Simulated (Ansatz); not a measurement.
Functionals compared on Cl on the 1x1 (111) surface of fcc Ag, one in a 2x2 cell, started at the site 'hollow Ag-Ag-Ag over Ag at depth 4.7 Å', in Ansatz (plane waves, PAW). The structure was relaxed with PBE; the other rows are single points on it, each with its references at the same level. Cutoff 420 eV (500 eV for r2SCAN).

Set-up: 17 atoms, 7.1 Å thick at the start under the adsorbate (thin: gaps and levels are the slab's own); mesh 6x6x1; 0.1 eV smearing; dipole correction on; 8 atoms held, the rest relaxed; held to the start's symmetry, so lower structures may exist; no spin, no spin-orbit, no U, no dispersion correction. At the end it is bonded to 3 Ag. In PBE it is, or lies within 0.03 eV of, the lowest of the starts that converged. These notes are the PBE run's. Adsorption energies are against ½ Cl2(g). A negative adsorption energy means that the adsorbate is more stable on the surface than in its reference.

```csv
functional,adsorption energy (eV),work function of the top face (eV),change of the work function (eV),rough cost of the single point
PBE,-1.49,5.57,1.13,–
RPBE,-1.30,5.44,1.19,about 80 core-seconds (a rough figure)
r2SCAN,(withheld),(withheld),(withheld),about 2.7 core-minutes (a rough figure)
```

**Question.** Complete the blanks.

**Answer.** 
- r2SCAN, adsorption energy (eV): -1.88
- r2SCAN, work function of the top face (eV): 5.62
- r2SCAN, change of the work function (eV): 1.22

Ansatz is a quantum-chemistry and plane-wave program.
